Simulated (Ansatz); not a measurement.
# A computed series for Ta: response to strain

Take Ta in the bcc (W type) structure (space group Im-3m, No. 229; a = 3.282 Å; relaxed with 0.1 eV smearing) as the base.

Strains are applied to the cell and any free atomic positions relax.

Method: DFT with PBEsol, PAW potentials and a 420 eV plane-wave cutoff in Ansatz (a program for electronic structure), no spin-orbit coupling.

Notes on the quantities. energy relative to the base: free energy F.

| case | energy relative to the base | volume per atom | pressure |
|---|---|---|---|
| base | 0 meV/atom | 17.68 Å³ | 0.0 GPa |
| isotropic strain −3.00 % | +100 meV/atom | 16.14 Å³ | 22.4 GPa |
| isotropic strain −2.50 % | +69 meV/atom | 16.39 Å³ | 18.1 GPa |
| isotropic strain −1.50 % | +24 meV/atom | 16.90 Å³ | 10.2 GPa |
| isotropic strain −1.00 % | +11 meV/atom | 17.16 Å³ | 6.6 GPa |
| isotropic strain −0.50 % | +2.6 meV/atom | 17.42 Å³ | 3.2 GPa |
| isotropic strain +1.00 % | +10 meV/atom | 18.22 Å³ | -5.8 GPa |
| isotropic strain +1.50 % | +22 meV/atom | 18.49 Å³ | -8.5 GPa |
| isotropic strain +2.50 % | (withheld) | 19.04 Å³ | (withheld) |
| isotropic strain +3.00 % | +85 meV/atom | 19.32 Å³ | -15.5 GPa |

**Question.** Some entries are withheld; estimate them.

**Answer.** 
- isotropic strain +2.50 %, energy relative to the base: +60 meV/atom
- isotropic strain +2.50 %, pressure: -13.3 GPa

Stability against distortions was not tested. All final runs are without spin polarisation.
